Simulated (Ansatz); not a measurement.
The reference is SiC (space group P6_3mc, No. 186; a = 3.078 Å, c = 10.076 Å). Axes: x lies along a and z along c of the hexagonal cell.

The values are results of Kohn–Sham DFT with the PBEsol functional, run in Ansatz (a program for electronic structure) with PAW and 420 eV plane waves, without spin-orbit coupling, not measurements.

Perturbation: the cell is compressed by 1.50 % along z with no lateral relaxation; the atoms relax in the strained cell.

Problem. Predict the stress tensor and what it implies for the stiffness.

Solution. Stress of the strained cell less that of the base (GPa, compression positive):
```
   0.96    0.00    0.00
   0.00    0.96    0.00
   0.00    0.00    8.42
```

Then −Δσ_ii/ε with ε = -0.0150 gives secant stiffness values (nonlinear terms included at this strain): C33 ≈ 561 GPa, C13 ≈ 64 GPa and C23 ≈ 64 GPa.

As a check, the harmonic strain energy −½ V₀ Δσ:ε is 4.1 meV/atom; the computed energy rise is 4.0 meV/atom.

Stability against distortions was not tested.
